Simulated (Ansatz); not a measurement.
Worked sum: formation energy of GaN (zinc blende, F-43m) from the elements

Consider the formation energy of GaN (zinc blende, F-43m) from the elements. Reaction: Ga (Cmce) + 1/2 N2 (gas) → GaN (zinc blende). The sign is products less reactants. The value is per atom of the solid.

GaN (zinc blende, F-43m), 2 atoms in the cell. Conventional cell: a = b = c = 4.5489 Å, α = β = γ = 90.00°.

Method: Ansatz (a quantum-chemistry and plane-wave program), PAW, neutral cells at 0 K with nuclei at rest, on structures from PBE. Ansatz runs with its PAW set soft_1. Other levels take these structures, unless marked own geometry. The lattices are those relaxed with PBE, so at other levels the solids can be strained, which adds to the spread. A dispersion term (D3(BJ), or D4 for r2SCAN) was computed beside these levels and is taken off wherever the name lacks it.

Total energies of the cells in eV, at zero smearing width. They compare only within one column; the weights balance every element.

| cell | atoms | weight | r2SCAN | r2SCAN (own geometry) |
|---|---|---|---|---|
| GaN (zinc blende) | 2 | +4 | -4176.36081 | -4176.37613 |
| Ga (Cmce) | 4 | −1 | -15161.04051 | -15161.08716 |
| N2 (gas) | 2 | −2 | -769.62317 | -769.62876 |

r2SCAN: 4 × (-4176.36081) − (-15161.04051) − 2 × (-769.62317) = -5.156 eV; dividing by 8 atoms gives -0.64 eV/atom.

r2SCAN (own geometry): 4 × (-4176.37613) − (-15161.08716) − 2 × (-769.62876) = -5.160 eV; dividing by 8 atoms gives -0.64 eV/atom.

What follows from the r2SCAN value: A formula unit of GaN has 2 atoms, so it forms with -0.6446 × 2 = -1.289 eV, or -124.4 kJ/mol at 96.485 kJ/mol per eV.
